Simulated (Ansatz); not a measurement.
Base system: YN in the rock salt structure (space group Fm-3m, No. 225).

```xyz
2
Lattice="0.0000 2.4281 2.4281 2.4281 0.0000 2.4281 2.4281 2.4281 0.0000" Properties=species:S:1:pos:R:3 pbc="T T T"
Y      0.0000     0.0000     0.0000
N      2.4281     2.4281     2.4281
```

Cartesian axes are those of the cell as printed.

Calculations: Ansatz (an electronic-structure program) PBEsol, without spin-orbit coupling.

Before the change:

```
Quantity            Value
---------------  --------
Band gap          0.08 eV
Volume per atom  14.31 Å³
Pressure          0.0 GPa
```

The change: biaxial strain +2.00 %, plane normal [001], relaxed out of plane (Cartesian); in-plane vectors clamped, the third vector and the atoms free.

Task: Estimate the effect on the energy relative to the base.

Result: The energy goes up by 13 meV/atom.

Task: Predict the new band gap.

Result: The band gap goes from 0.08 eV to zero.

Task: What happens to the volume per atom?

Result: The volume per atom rises by 0.441 Å³, from 14.31 Å³ to 14.76 Å³.

Task: How does this affect the pressure?

Result: The pressure (mean of the normal stresses, compression positive) goes from zero to -4.6 GPa.

The mesh was chosen for an insulator and is coarse for the gapless case. Whether these cells are dynamically stable was not tested. The final runs are not spin-polarised. The zero or small gap of YN can change with the level of theory.
